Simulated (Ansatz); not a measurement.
Model: Si(111) 1x1 surface, 6 top atoms, 3 bilayers, bottom bilayer H-capped and fixed, every top atom capped by H; cell 11.5 x 6.6 Å; two neighbouring H replaced by OH; about 7 Å thick over the host's atoms, 18 atoms held. The numbers are results of PBE-D3(BJ) (plane waves to 420 eV, PAW; Ansatz, a quantum-chemistry and plane-wave program), not measurements. k mesh 1 x 2 x 1. The slab states were run without spin polarisation. A thicker slab, a larger cell or a denser mesh can move such energies by a tenth of an eV or more. Energies are static: no zero-point or thermal part. Each state was relaxed from one prepared geometry.

One SiHCl3 a cell is brought to Si(111):H with two OH. Relaxed result near the molecule:

```
atom    x (Å)   y (Å)   z (Å)
------  -----  ------  ------
Si(15)  3.820   0.008   9.482
Si(17)  5.750   1.140   8.793
H(29)   3.759  -0.054  10.981
Si(30)  7.680   0.018   9.513
H(44)   7.751   0.001  11.011
O(46)   5.641   3.524  11.200
H(47)   4.736   3.564  11.559
Si(a0)  5.976   1.060  13.291
Cl(a1)  4.461   2.178  14.111
Cl(a2)  6.019  -0.773  14.197
Cl(a3)  7.765   2.004  13.582
H(a4)   5.712   0.870  11.856
```

Problem. What is the adsorption energy against the free SiHCl3 and the slab before, and how much of it is dispersion?

Solution. -0.40 eV (negative: bound); the D3 term gives -0.44 eV of it. Its closest contacts to the rest of the cell: H(a4)...H(29) 2.33 Å, H(a4)...H(44) 2.37 Å, H(a4)...O(46) 2.73 Å.
